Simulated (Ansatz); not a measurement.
Functionals compared on the (322) surface of bcc Na in its 1x1 cell, outermost plane spacing 0.51 Å in the ideal cut, in Ansatz (plane waves, PAW). The structure was relaxed with PBE; the other rows are single points on it, each with its references at the same level. Cutoff 420 eV (500 eV for r2SCAN).

Slab: 21 atoms, 10.2 Å thick at the start (thin: gaps and levels are the slab's own); k 7x3x1, smearing 0.1 eV, dipole-corrected; all atoms relaxed; held to the part of the start's symmetry that mesh and held atoms allow; no spin, no spin-orbit, no U. These notes are the PBE run's.

```tsv
functional	surface energy (J/m²)	work function of the top face (eV)	rough cost of the single point
PBE	0.24	2.67	–
LDA	[?]	[?]	roughly 4 core-minutes
PBEsol	0.26	2.68	around 2.4 core-minutes (rough)
RPBE	0.22	2.60	very roughly 3 core-minutes
r2SCAN	0.27	2.67	around 8 core-minutes (rough)
```

**Question.** What belongs in the gaps?

**Answer.** 
- LDA, surface energy (J/m²): 0.27
- LDA, work function of the top face (eV): 2.78

Ansatz is a quantum-chemistry and plane-wave program.
